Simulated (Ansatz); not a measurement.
Input and output of a self-consistent single point for TiP (P6_3mc, 4 atoms in the cell) (Ansatz, a first-principles code).

Method of the run: PBE-D3BJ-ATM (plane waves, PAW; Ansatz).

```
TiP
1.0
    3.98896     0.00000     0.00000
   -1.99448     3.45454     0.00000
    0.00000     0.00000     6.53299
Ti P
2 2
Direct
  0.66667   0.33333   0.00000
  0.33333   0.66667   0.50000
  0.66667   0.33333   0.62520
  0.33333   0.66667   0.12520
```

Reference input (self-consistent single point, DFT, PBE, plane waves, default PAW files): kpoints.mp_grid.grid = 10 10 5; hamiltonian.xc = pbe; hamiltonian.pseudopotentials = {kind: paw} (the program's default PAW files); scf.occupations.method = gaussian; scf.occupations.width = 0.272 eV. This run's input differs from it in these lines:

```diff
@@ -16,2 +16,3 @@
   xc: pbe
+  dispersion: d3bjatm
   pseudopotentials:
```

Log, with long lists cut:

```
SCF iter   1: F=—  HF=-6514.119457 eV  |F-HF|=—  |Δ(HF+E_count)|=         —  Δρ=2.63e-3  dr2=4.57e-3  ethr=1.77e-3  ⟨swp⟩=5.4  Hψ=4176  notcnv=0
all-band conjugate gradients solve this SCF's bands
preconditioner: auto → Kerker (q_TF=auto, 2.320 Å⁻¹)
SCF iter   2: F=—  HF=-6514.118878 eV  |F-HF|=—  |Δ(HF+E_count)|=   5.79e-4  Δρ=1.27e-3  dr2=9.19e-4  ethr=1.34e-5  ⟨swp⟩=2.6  Hψ=1609  notcnv=0
   [... lines left out ...]
SCF iter   6: F=—  HF=-6514.119486 eV  |F-HF|=—  |Δ(HF+E_count)|=   1.29e-6  Δρ=1.08e-5  dr2=1.25e-7  ethr=3.76e-9  ⟨swp⟩=2.2  Hψ=1362  notcnv=0
SCF iter   7: F=-6514.119486 eV  HF=-6514.119486 eV  |F-HF|=9.59e-9  |Δ(HF+E_count)|=   1.92e-7  Δρ=2.63e-6  dr2=8.63e-9  ethr=2.94e-10  ⟨swp⟩=7.0  Hψ=3841  notcnv=0
SCF 1, on 21 bands, converged in 7 iterations: F = -6514.119486 eV; the run's SCF on all bands comes behind
The result of the SCF on 21 bands, without a stress, told ahead of the SCF on all bands, whose result is the run's:
Free energy (F): -6514.119486 eV
Internal energy: -6513.914609 eV  (E = F + TS)
E sigma→0 (E₀):  -6514.017047 eV
Entropy (-TS):   -0.204877 eV (-51.219 meV/atom)
Fermi energy:    7.594628 eV
--- Forces (eV/Å), atoms counted from 1 ---
  atom   1  Ti     0.00000000     0.00000000     0.06538051
  atom   2  Ti     0.00000000     0.00000000     0.06538051
  atom   3  P     -0.00000000     0.00000000    -0.06540090
  atom   4  P     -0.00000000     0.00000000    -0.06540090
Crystal: 4 atoms, lattice volume = 90.025 Å³
Bands: 23, of which v1, the nominal top of the filled ones, is band 17 counted from 1 (16 counted from 0)
Initial density: handed on by an earlier stage of this run
iter 1 solved again at ethr=2.93e-8 eV; its pass at ethr=3.10e-3 eV (dr2=9.97e-6 eV) is discarded
   [... lines left out ...]
preconditioner: auto → Kerker (q_TF=auto, 2.320 Å⁻¹)
Free energy (F): -6514.119486 eV
Fermi energy:    7.594661 eV
   [... lines left out ...]
  atom   4  P      0.00000000     0.00000000    -0.06540463
--- Stress (GPa, compression-positive) ---
       -5.336495      -0.000000       0.000000
        0.000000      -5.336495       0.000000
       -0.000000       0.000000      -6.895560
  P = ⅓ Tr σ = -5.8562 GPa (-58.562 kbar)
  The stress holds the Pulay correction. Without it, at fixed plane waves, as pw.x and ABINIT print it: P = -5.8691 GPa
```

The run converged in 13 iterations. Against the reference run the pressure goes from -3.24 to -5.86 GPa and the largest force goes from 0.070 to 0.065 eV/Å.

The starting cell was generated: these elements placed on a structure prototype, without a prior relaxation; it need not be a known phase or ordering of this composition. Spin polarisation is off, so a magnetic state, if there is one, cannot be reached. With a pressure of about -6 GPa the cell is away from its equilibrium volume at this level. Ansatz's pressure includes its estimate of the finite-basis (Pulay) stress.

Keys are those of Ansatz 0.2.
